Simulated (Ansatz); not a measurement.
What Os → Fe does to Os

Start from Os in the hcp (Mg type) structure (space group P6_3/mmc, No. 194; a = 2.729 Å, c = 4.306 Å).

Modification: every Os is replaced by Fe; the structure is relaxed again.

Level of theory: PBEsol (Ansatz, a first-principles code), scalar-relativistic without spin-orbit coupling. Γ-centred 22×22×12 mesh, Fermi–Dirac width 0.05 eV, for the changed cell.

The volume per atom decreases by 4.08 Å³ to 9.81 Å³ and the density falls by 13.29 g/cm³ to 9.45 g/cm³. The c/a ratio grows by 0.004 to 1.582 and the space group is still P6_3/mmc (No. 194). The shortest interatomic distance drops by 0.290 Å to 2.378 Å and the band gap is still zero.

Final structure:

```xyz
2
Lattice="2.4289 0.0000 0.0000 -1.2144 2.1035 0.0000 0.0000 0.0000 3.8416" Properties=species:S:1:pos:R:3 pbc="T T T"
Fe     0.0000     1.4023     2.8812
Fe     1.2144     0.7012     0.9604
```

Cost of the whole job for the changed cell (relaxation, final SCF and bands): roughly 4 core-minutes.

Whether these cells are dynamically stable was not tested. For Fe in this form, whether it has been made was not checked. Starting moments died away, wholly or in part, for Os → Fe; another magnetic solution may exist. The final runs are not spin-polarised. This is not the structure that Fe has at room temperature and ambient pressure.
